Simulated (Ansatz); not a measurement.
Consider CoPdO$_{2}$ (space group R-3m, No. 166; not spin-polarised; relaxed with 0.1 eV smearing).

```yaml
crystal:
  lattice:
    - [1.43117, 0.82629, 5.95101]
    - [-1.43117, 0.82629, 5.95101]
    - [0.00000, -1.65257, 5.95101]
  atoms:
    - { symbol: Pd, position: [0.00000, 0.00000, 0.00000] }
    - { symbol: Co, position: [0.50000, 0.50000, 0.50000] }
    - { symbol: O, position: [0.11286, 0.11286, 0.11286] }
    - { symbol: O, position: [0.88714, 0.88714, 0.88714] }
```

Cartesian axes are those of the cell as printed.

Computed with plane-wave PAW DFT at the PBE level (Ansatz, a first-principles code, 420 eV), spin-orbit coupling left out.

One thing is altered: the cell is scaled by 1.0113 in all directions; the atoms relax in the strained cell.

Question: Predict the stress tensor and what it implies for the stiffness.

Answer: Stress of the strained cell less that of the base (GPa, compression positive):
```
   -5.7     0.0     0.0
    0.0    -5.7     0.0
    0.0     0.0    -7.7
```

Then B = −ΔP/(ΔV/V₀) with ΔV/V₀ = 0.0343 gives secant stiffness values (nonlinear terms included at this strain): B (at held cell shape, above the free-shape value) ≈ 185 GPa.

As a check, the harmonic strain energy −½ V₀ Δσ:ε is 7.1 meV/atom; the computed energy rise is 7.4 meV/atom.

Stability against distortions was not tested. No Hubbard U is applied and the magnetic state is the run's own (CoPdO2 not spin-polarised); small cells can't hold the antiferromagnetic order that many such compounds have, so gaps and moments can be off. All final runs are without spin polarisation.
